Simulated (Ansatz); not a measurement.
Take PtSe₂ in the CdI2 type structure (space group P-3m1, No. 164; layered; relaxed with 0.1 eV smearing) as the base.

```
PtSe2
1.0
    3.77223     0.00000     0.00000
   -1.88611     3.26684     0.00000
    0.00000     0.00000     4.82115
Pt Se
1 2
Direct
  0.00000   0.00000   0.00000
  0.33333   0.66667   0.26550
  0.66667   0.33333   0.73450
```

Cartesian axes are those of the cell as printed.

Level of theory: PBE-D3(BJ) (Ansatz, an electronic-structure program; PAW; 420 eV plane waves; without spin-orbit coupling).

Strains are applied to the cell and any free atomic positions relax.

One change was made to it. Results:

The energy rises by 2.1 meV/atom; the shortest interatomic distance goes up by 0.004 Å to 2.530 Å.

Question: Which of these changes matches the shifts?
A) uniaxial strain ε_zz = +1.00 %
B) uniaxial strain ε_zz = +1.50 %
C) uniaxial strain ε_zz = +2.50 %
D) uniaxial strain ε_zz = +0.50 %
E) uniaxial strain ε_zz = −1.00 %

Answer: C, uniaxial strain ε_zz = +2.50 %. For comparison, the energy relative to the base in the other runs: uniaxial strain ε_zz = −1.00 % gives +0.4 meV/atom; uniaxial strain ε_zz = +1.50 % gives +0.8 meV/atom; uniaxial strain ε_zz = +1.00 % gives +0.4 meV/atom; uniaxial strain ε_zz = +0.50 % gives +0.1 meV/atom.

Stability against distortions was not tested. All final runs are without spin polarisation.
